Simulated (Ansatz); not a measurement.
# Carrier properties of C (I4_1/amd)

Given:

```
C
1.0
    0.00000     1.77919     1.75820
    1.77919     0.00000     1.75820
    1.77919     1.77919     0.00000
C
2
Cartesian
  0.00000   0.00000   0.00000
  0.88959   0.88959   0.87910
```

All values below come from r2SCAN, rigid bands (plane waves, PAW, scalar-relativistic; Ansatz, a quantum-chemistry and plane-wave program). Condition of this run: uniaxial stress along [001] of 11 GPa (compression positive) (the target of the relaxation). Cell: cell and atoms relaxed with PBEsol, then loaded as said.

| Quantity | Value |
|---|---|
| band gap | 4.07 eV |
| electron conductivity mass (300 K, dilute) | 0.28 (x), 0.28 (y), 1.54 (z) mₑ |
| hole conductivity mass (300 K, dilute) | 0.35 (x), 0.35 (y), 0.65 (z) mₑ |
| effective density of states N_c (300 K) | 1.7e19 cm⁻³ |
| effective density of states N_v (300 K) | 6.4e18 cm⁻³ |
| density-of-states mass, electrons | 0.77 mₑ |
| density-of-states mass, holes | 0.40 mₑ |
| Seebeck coefficient, n-type 1e19 cm⁻³, 300 K | -267 μV/K |
| Seebeck coefficient, p-type 1e19 cm⁻³, 300 K | 211 μV/K |
| best p-type power factor at 300 K for τ = 10 fs (best axis; densities from 1e16 to 1e21 cm⁻³ tried, whether or not they can be reached) | 11.2 μW/(cm·K²) at 3e20 cm⁻³ |

Rigid bands; masses and Seebeck coefficients take one relaxation time τ for all states and one kind of carrier; polarons and phonon drag are left out. Spin-orbit coupling is left out. Geometry: cell and atoms relaxed with PBEsol.
